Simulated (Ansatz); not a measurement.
Consider MgTe in the wurtzite structure (space group P6_3mc, No. 186).

```
CELL_PARAMETERS angstrom
      4.50890     0.00000     0.00000
     -2.25445     3.90482     0.00000
      0.00000     0.00000     7.33770
ATOMIC_POSITIONS crystal
  Mg 0.33333 0.66667 0.99977
  Mg 0.66667 0.33333 0.49977
  Te 0.33333 0.66667 0.37623
  Te 0.66667 0.33333 0.87623
```

Cartesian axes are those of the cell as printed.

All numbers come from plane-wave PAW DFT at the LDA level (Ansatz, an electronic-structure program, 420 eV), without spin-orbit coupling.

The change: uniaxial strain ε_zz = +0.60 %, all other strain components held at zero, atoms relaxed at fixed cell.

**Question.** Predict the stress tensor and what it implies for the stiffness.

**Answer.** Stress of the strained cell less that of the base (GPa, compression positive):
```
  -0.16    0.00    0.00
   0.00   -0.16    0.00
   0.00    0.00   -0.36
```

Then −Δσ_ii/ε with ε = 0.0060 gives relaxed-ion elastic constants: C33 ≈ 60 GPa.

Stability against distortions was not tested.
